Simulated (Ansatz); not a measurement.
For fcc (Cu type) Cu at 1000 K, the quasi-harmonic free energy with PBEsol density-functional theory in Ansatz (plane waves, PAW) gives a volume expansion coefficient α_V = 62.18 × 10⁻⁶ K⁻¹, an isothermal bulk modulus B_T = 124.1 GPa, a molar volume V_m = 7.167 cm³/mol and C_V = 25.56 J/(mol K). 

Q: Work out the Grüneisen parameter, C_P and the adiabatic bulk modulus.

A: γ = α_V B_T V_m / C_V = 2.16. C_P − C_V = α_V² B_T V_m T = 3.44 J/(mol K), so C_P = 29.00 J/(mol K). B_S = B_T C_P/C_V = B_T (1 + α_V γ T) = 140.8 GPa.

Ansatz is an electronic-structure program.
